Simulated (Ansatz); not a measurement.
Take Ir in the diamond structure (space group Fd-3m, No. 227; a = 5.567 Å; a hypothetical phase, not in the database extracts checked) as the base.

(Cell as relaxed with PBE.)

Levels (all Ansatz, a quantum-chemistry and plane-wave program, PAW): PBE (420 eV, scalar-relativistic without spin-orbit coupling); PBEsol (420 eV, no spin-orbit coupling).

Each level relaxes its own structure.

```
quantity                     PBE  PBEsol
-------------------  -----------  ------
volume per atom         21.57 Å³       …
lattice parameter a  10.521 bohr       …
band gap                    zero       …
```

### Question
Predict the PBEsol column.

### Answer

- volume per atom, PBEsol: 20.87 Å³
- lattice parameter a, PBEsol: 10.405 bohr
- band gap, PBEsol: zero

PBE's volume per atom lies 0.70 Å³ above PBEsol's (3.4 %); PBE's lattice parameter a lies 0.116 bohr above PBEsol's (1.1 %); the two agree on the band gap. Neither level is exact; PBEsol is the comparison here, not a measurement.

No phonon test of stability was made. All final runs are without spin polarisation.
